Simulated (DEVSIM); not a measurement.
Structure: Mo/La2O3/SiO2/p-Si capacitor, at 300 K.

```tsv
layer (left to right)	material	thickness (nm)	Na (cm⁻³)
1	La2O3	12.0	-
2	SiO2	1.30	-
3	Si	2100	1.5e16
```

Metal gate on the left, work function 4.6 eV. Fixed charge at the semiconductor interface 3.2e11 cm⁻² (in units of +e); no interface traps.

Constants are typed, rounded textbook-type inputs, not results; the design itself was drawn at random and stands for no fabricated device. Values at 300 K.

| parameter | La2O3 | SiO2 | Si |
|---|---|---|---|
| gap (eV) | 5.8 | 9 | 1.124 |
| affinity (eV) | 1.8 | 0.9 | 4.05 |
| permittivity | 27 | 3.9 | 11.7 |
| Nc (cm⁻³) | - | - | 2.86e19 |
| Nv (cm⁻³) | - | - | 3.1e19 |

DEVSIM, 1D Poisson equation in equilibrium, Boltzmann statistics, complete ionisation; no quantum confinement or tunnelling. Metal contacts follow the ideal Schottky-Mott rule: no Fermi-level pinning, no interface dipoles.

Q: Tabulate band edges, carrier densities and field at 0.1 V on the gate.

A: Energies count from the Fermi level of the right contact; mesh points crowd at the junctions.

```json
[
 {"x (μm)": "0.000", "Ec (eV)": "2.700", "Ev (eV)": "-3.100", "n (cm⁻³)": "< 1e2", "p (cm⁻³)": "< 1e2", "field (V/cm)": "-1600"},
 {"x (μm)": "0.001413", "Ec (eV)": "2.700", "Ev (eV)": "-3.100", "n (cm⁻³)": "< 1e2", "p (cm⁻³)": "< 1e2", "field (V/cm)": "-1600"},
 {"x (μm)": "0.004203", "Ec (eV)": "2.699", "Ev (eV)": "-3.101", "n (cm⁻³)": "< 1e2", "p (cm⁻³)": "< 1e2", "field (V/cm)": "-1600"},
 {"x (μm)": "0.008220", "Ec (eV)": "2.699", "Ev (eV)": "-3.101", "n (cm⁻³)": "< 1e2", "p (cm⁻³)": "< 1e2", "field (V/cm)": "-1600"},
 {"x (μm)": "0.01132", "Ec (eV)": "2.698", "Ev (eV)": "-3.102", "n (cm⁻³)": "< 1e2", "p (cm⁻³)": "< 1e2", "field (V/cm)": "-1600"},
 {"x (μm)": "0.01235", "Ec (eV)": "3.598", "Ev (eV)": "-5.402", "n (cm⁻³)": "< 1e2", "p (cm⁻³)": "< 1e2", "field (V/cm)": "-11000"},
 {"x (μm)": "0.01299", "Ec (eV)": "3.597", "Ev (eV)": "-5.403", "n (cm⁻³)": "< 1e2", "p (cm⁻³)": "< 1e2", "field (V/cm)": "-11000"},
 {"x (μm)": "0.01476", "Ec (eV)": "0.453", "Ev (eV)": "-0.671", "n (cm⁻³)": "6.9e11", "p (cm⁻³)": "1.7e8", "field (V/cm)": "46000"},
 {"x (μm)": "0.01824", "Ec (eV)": "0.469", "Ev (eV)": "-0.655", "n (cm⁻³)": "3.8e11", "p (cm⁻³)": "3.1e8", "field (V/cm)": "45000"},
 {"x (μm)": "0.02637", "Ec (eV)": "0.505", "Ev (eV)": "-0.619", "n (cm⁻³)": "9.5e10", "p (cm⁻³)": "1.2e9", "field (V/cm)": "43000"},
 {"x (μm)": "0.04422", "Ec (eV)": "0.578", "Ev (eV)": "-0.546", "n (cm⁻³)": "5.7e9", "p (cm⁻³)": "2.1e10", "field (V/cm)": "39000"},
 {"x (μm)": "0.1102", "Ec (eV)": "0.783", "Ev (eV)": "-0.341", "n (cm⁻³)": "2000000", "p (cm⁻³)": "5.7e13", "field (V/cm)": "23000"},
 {"x (μm)": "0.2408", "Ec (eV)": "0.920", "Ev (eV)": "-0.204", "n (cm⁻³)": "10000", "p (cm⁻³)": "1.2e16", "field (V/cm)": "1900"},
 {"x (μm)": "0.5453", "Ec (eV)": "0.927", "Ev (eV)": "-0.197", "n (cm⁻³)": "7700", "p (cm⁻³)": "1.5e16", "field (V/cm)": "≈ 0"},
 {"x (μm)": "1.414", "Ec (eV)": "0.927", "Ev (eV)": "-0.197", "n (cm⁻³)": "7700", "p (cm⁻³)": "1.5e16", "field (V/cm)": "≈ 0"},
 {"x (μm)": "1.814", "Ec (eV)": "0.927", "Ev (eV)": "-0.197", "n (cm⁻³)": "7700", "p (cm⁻³)": "1.5e16", "field (V/cm)": "≈ 0"},
 {"x (μm)": "1.986", "Ec (eV)": "0.927", "Ev (eV)": "-0.197", "n (cm⁻³)": "7700", "p (cm⁻³)": "1.5e16", "field (V/cm)": "≈ 0"},
 {"x (μm)": "2.057", "Ec (eV)": "0.927", "Ev (eV)": "-0.197", "n (cm⁻³)": "7700", "p (cm⁻³)": "1.5e16", "field (V/cm)": "≈ 0"},
 {"x (μm)": "2.096", "Ec (eV)": "0.927", "Ev (eV)": "-0.197", "n (cm⁻³)": "7700", "p (cm⁻³)": "1.5e16", "field (V/cm)": "≈ 0"},
 {"x (μm)": "2.106", "Ec (eV)": "0.927", "Ev (eV)": "-0.197", "n (cm⁻³)": "7700", "p (cm⁻³)": "1.5e16", "field (V/cm)": "≈ 0"},
 {"x (μm)": "2.111", "Ec (eV)": "0.927", "Ev (eV)": "-0.197", "n (cm⁻³)": "7700", "p (cm⁻³)": "1.5e16", "field (V/cm)": "≈ 0"},
 {"x (μm)": "2.113", "Ec (eV)": "0.927", "Ev (eV)": "-0.197", "n (cm⁻³)": "7700", "p (cm⁻³)": "1.5e16", "field (V/cm)": "≈ 0"}
]
```
